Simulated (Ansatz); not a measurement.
Base system: Si in the diamond structure (space group Fd-3m, No. 227; a = 5.4441 Å).

Structures relaxed with plane-wave PAW DFT at the r2SCAN level (Ansatz, a quantum-chemistry and plane-wave program, 500 eV), no SOC, earlier PAW set.

Base:

Simulated powder pattern, Cu Kα1, λ = 1.54056 Å (kinematic, ideal powder, no thermal factors, no anomalous dispersion; the 10 strongest lines at most, above 2 %, up to 2θ = 90°):

```
2θ (°)  I/Imax (%)    hkl
------  ----------  -----
28.37          100  (111)
47.18           67  (220)
55.97           40  (311)
68.94           11  (400)
76.16           16  (331)
87.76           23  (422)
```

Perturbation: every Si is replaced by Fe, then cell and atoms are relaxed.

Question: Where do the lines fall after the change?

Answer: 
Simulated powder pattern, Cu Kα1, λ = 1.54056 Å (kinematic, ideal powder, no thermal factors, no anomalous dispersion; the 10 strongest lines at most, above 2 %, up to 2θ = 90°):

```csv
2θ (°),I/Imax (%),hkl
28.48,100,(111)
47.37,69,(220)
56.21,40,(311)
69.24,9.9,(400)
76.50,14,(331)
88.18,20,(422)
```

The indices refer to each structure's own conventional cell; one index is shown for lines that coincide.

The magnetic state is the one reached from the starting moments; the real material's order can differ, and small cells can't hold many antiferromagnetic ones. Whether these cells are dynamically stable was not tested. As relaxed here, Fe is a hypothetical phase, not in the database extracts checked.
